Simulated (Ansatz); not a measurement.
Defect migration in rock-salt TiN: W-vacancy pair (W on one host Ti site, one Ti site vacant), neutral cell. The step: the W atom itself jumps into the vacancy (W-vacancy distance between ideal sites 3.00 Å throughout); the atom moves 2.76 Å along (0.00, 0.46, 0.46) of the unit cell; the moving atom starts with neighbours 2 N at 2.08, 2 N at 2.14, 2 N at 2.23 Å and ends with 2 N at 2.08, 2 N at 2.14, 2 N at 2.23 Å. DFT values are from Ansatz (plane-wave PAW, 420 eV unless said) in a cell of 64 host sites, spin-restricted, static, with no finite-size correction. Forms of the defect that were not tried may lie lower. For the PBE band: the saddle point's order was not checked, and it lies on a symmetry element of the cell, where a band can be held.

| Level | Forward barrier (eV) | Cost of the band or of the saddle's single point |
|---|---|---|
| CHGNet universal potential (has no charge state), its own band | 2.07 | - |
| PBE, a 2×2×2 k-point mesh shifted by half a step, band relaxed | 4.13 | around 2.1 core-hours (rough) |
| PBE, a 4×4×4 k-point mesh shifted by half a step, same geometries | 4.39 | very roughly 26 core-minutes |
| r2SCAN at 500 eV, a 2×2×2 k-point mesh shifted by half a step, same geometries | ___ | about 8 core-minutes (a rough figure) |

### Question
Fill in the missing entries.

### Answer

- r2SCAN at 500 eV, a 2×2×2 k-point mesh shifted by half a step, same geometries, Forward barrier (eV): 4.14

Ansatz is a program for electronic structure.
